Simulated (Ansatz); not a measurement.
# Effect of biaxial strain +3.83 %, plane normal [001], relaxed out of plane on TiTe2

Take TiTe₂ in the CdI2 type structure (space group P-3m1, No. 164; a = 3.7840 Å, c = 6.6016 Å; layered, stacked along the Cartesian z axis) as the base. Axes: x lies along a and z along c of the hexagonal cell.

It is then changed as follows: biaxial strain +3.83 %, plane normal [001], relaxed out of plane (Cartesian); in-plane vectors clamped, the third vector and the atoms free.

Level of theory: Ansatz (a quantum-chemistry and plane-wave program), r2SCAN+rVV10, PAW, cutoff 500 eV, no spin-orbit coupling. Settings: 14×14×7 k-points, 0.05 eV Fermi–Dirac smearing.

The volume per atom goes up by 1.28 Å³ (27.29 Å³ → 28.57 Å³) and the shortest interatomic distance increases by 0.029 Å, from 2.765 Å to 2.794 Å. The pressure (mean of the normal stresses, compression positive) goes from zero to -2.1 GPa and the band gap stays zero. The out-of-plane strain is -2.89 % (rough) and the mean in-plane stress (compression positive) comes out as -3.1 GPa (rough).

Final structure (turned so that z lies along the plane normal):

```yaml
crystal:
  lattice:
    - [3.92889, 0.00000, 0.00000]
    - [1.96445, 3.40252, 0.00000]
    - [0.00000, 0.00000, 6.41068]
  atoms:
    - { symbol: Ti, position: [0.00000, 0.00000, 0.00000] }
    - { symbol: Te, position: [0.33333, 0.33333, 0.25449] }
    - { symbol: Te, position: [0.66667, 0.66667, 0.74551] }
```

Without a gap, meshes like the base's 14×14×7 leave anisotropic stresses uncertain by several tenths of a GPa, and small strain energies with them. No phonon test of stability was made. All final runs are without spin polarisation.
